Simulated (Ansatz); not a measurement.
BaTiO3 (R3m, No. 160, 5 atoms in the cell; start mp-5020) was calculated with r²SCAN in Ansatz (plane waves, PAW).

Run with plane-wave cutoff 560 eV, 8×8×8 k mesh, Fermi–Dirac smearing 0.01 eV, no spin polarisation, scalar-relativistic PAW data made under PBE.

Cell (relaxed at this level):

```
BaTiO3
1.0
    2.84012     1.63974     2.33140
   -2.84012     1.63974     2.33140
    0.00000    -3.27949     2.33140
Ba Ti O
1 1 3
Cartesian
  0.00000   0.00000   0.00881
  0.00000   0.00000   3.59973
 -1.39296   0.80422   4.55826
  0.00000  -1.60845   4.55826
  1.39296   0.80422   4.55826
```

Q: Predict the band gap, smallest direct gap on the k points sampled and Γ–Γ gap.

A: 
* **band gap**: 2.87 eV
* **smallest direct gap on the k points sampled**: 3.24 eV
* **Γ–Γ gap**: 3.29 eV

Spin–orbit coupling is not included.

The result took around 22 core-seconds (rough).

A start named mp-… is a Materials Project structure, which need not be a measured phase.

Ansatz is a program for electronic structure.
